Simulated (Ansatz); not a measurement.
CsCl-type CoGa, treated with r²SCAN (Ansatz, a program for electronic structure, PAW).

Settings: plane-wave cutoff 600 eV, 22×22×22 k mesh, Fermi–Dirac smearing 0.038 eV (set by the program), no spin polarisation, scalar-relativistic PAW data made under PBE.

Computed at the level's own relaxed cell.

Question: Estimate the Poisson ratio, elastic constant C44, elastic constant C12, Voigt–Reuss–Hill bulk modulus and elastic constant C11 that the calculation returns.

Answer: 
* **Poisson ratio**: 0.306
* **elastic constant C44**: 125 GPa
* **elastic constant C12**: 165 GPa
* **Voigt–Reuss–Hill bulk modulus**: 202 GPa
* **elastic constant C11**: 276 GPa

Elastic constants are with the ions relaxed.
